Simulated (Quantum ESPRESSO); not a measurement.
Checking a run of Quantum ESPRESSO on a (101) slab of ZnS (cut from a parent of space group no. 186; 12 atoms in the cell). The aim is a self-consistent single point with DFT, LDA (PZ), plane waves, GBRV 1.5 ultrasoft (LDA) pseudopotentials.

Cell that was meant: a = 3.8477 Å, b = 7.3877 Å, c = 24.2568 Å, α = 90.00°, β = 90.00°, γ = 74.91°.

Part of the input:

```fortran
/
&system
 ibrav = 0
 celldm(1) = 3.847663803
 nat = 12
 ntyp = 2
 ecutwfc = 50
[...]
4 4 1  0 0 0
CELL_PARAMETERS alat
   1.000000000     0.000000000     0.000000000
   0.500000000     1.853795204     0.000000000
   0.000000000     0.000000000     6.304293119
```

Log, with long lists cut:

```
     G-vector sticks info
     --------------------
     sticks:   dense  smooth     PW     G-vecs:    dense   smooth      PW
   [... lines left out ...]
        k(    8) = (  -0.2500000  -0.0674292   0.0000000), wk =   0.2500000
        k(    9) = (  -0.2500000  -0.3371462   0.0000000), wk =   0.2500000
        k(   10) = (   0.5000000   0.1348585   0.0000000), wk =   0.1250000

     Dense  grid:    44465 G-vectors     FFT dimensions: (  20,  40, 125)

     Smooth grid:    31829 G-vectors     FFT dimensions: (  18,  36, 120)

     Initial potential from superposition of free atoms

     starting charge     155.9992, renormalised to     156.0000
     Self-consistent Calculation

     iteration #  1     ecut=    50.00 Ry     beta= 0.40

---- Real-time Memory Report at c_bands before calling an iterative solver
           186 MiB given to the printing process from OS
           109 MiB allocation reported by mallinfo(arena+hblkhd)
------------------

     negative rho (up, down):  4.221E-06 0.000E+00

     total energy              =   -2855.47590957 Ry
     estimated scf accuracy    <       6.58796534 Ry

     iteration #  2     ecut=    50.00 Ry     beta= 0.40

   [... lines left out ...]

---- Real-time Memory Report at c_bands before calling an iterative solver
           280 MiB given to the printing process from OS
           130 MiB allocation reported by mallinfo(arena+hblkhd)
------------------

     total energy              =   -2857.62224506 Ry
     estimated scf accuracy    <          2.5E-10 Ry

     iteration # 19     ecut=    50.00 Ry     beta= 0.40

---- Real-time Memory Report at c_bands before calling an iterative solver
           280 MiB given to the printing process from OS
           130 MiB allocation reported by mallinfo(arena+hblkhd)
------------------
     End of self-consistent calculation

     the Fermi energy is    25.2658 ev

!    total energy              =   -2857.62224506 Ry
     estimated scf accuracy    <          6.9E-11 Ry
     smearing contrib. (-TS)   =      -0.00090888 Ry
     internal energy E=F+TS    =   -2857.62133618 Ry

     convergence has been achieved in  19 iterations

     Forces acting on atoms (cartesian axes, Ry/au):

     atom    1 type  1   force =    -0.00000056    0.48377264   -5.54532549
     atom    2 type  1   force =     0.00000001    0.62903962   -0.47284915
     atom    3 type  1   force =     0.00000010    0.02291967    0.12933150
     atom    4 type  1   force =    -0.00000032    0.43727063    0.48995714
   [... lines left out ...]

     Total force =    12.343451     Total SCF correction =     0.000131

          total   stress  (Ry/bohr**3)                   (kbar)     P=    21990.60
   0.16730939   0.00000000  -0.00000000        24612.06        0.00       -0.00
   0.00000000   0.14760947   0.00571068            0.00    21714.10      840.07
  -0.00000000   0.00571068   0.13354842           -0.00      840.07    19645.65

   JOB DONE.
```

Problem. Can these results be used? Check the input.

Solution. The run is not sound. The fault is this: cell lengths typed in angstrom where bohr is read. 1 bohr is 0.529 Å, so a mix-up scales every length by 1.89 or 0.529 and the volume by 6.75 or 0.148. To fix it, give the lengths in the unit that the key or card expects. The run converged in 19 iterations without an error; against the sound input the free energy rises by 62.0 eV/atom and the largest force goes from 2.194 to 159.2 eV/Å.

The sound input it was made from differs as follows (other fixes are possible):
```diff
- celldm(1) = 3.847663803
+ celldm(1) = 7.271031180
-   0.500000000     1.853795204     0.000000000
-   0.000000000     0.000000000     6.304293119
+   0.500000000     1.853795186     0.000000000
+   0.000000000     0.000000000     6.304292682
```

With that input, the run converged in 19 iterations: free energy E − TS -39623.8838 eV; Fermi level (on the code's own zero) -0.65 eV; pressure averaged over the cell with its vacuum -2.39 GPa; largest force (vector length) 2.194 eV/Å (DFT, LDA (PZ), plane waves, GBRV 1.5 ultrasoft (LDA) pseudopotentials).

On the sound input: the starting cell comes from a database of computed structures (which also holds hypothetical and non-ambient phases and stackings), without a prior relaxation at this level. The slab is cut from that crystal, and its faces are unrelaxed. Its lattice was rescaled in the plane by a random factor within 2.5 % of one. Spin polarisation is off, though cut faces can carry moments; the slab shows no gap. The two faces of this cut differ, and no dipole correction was used. Forces in this geometry exceed 1 eV/Å. Without a gap this mesh is coarse (it stands for a supercell whose shortest in-plane vector is 15 Å).
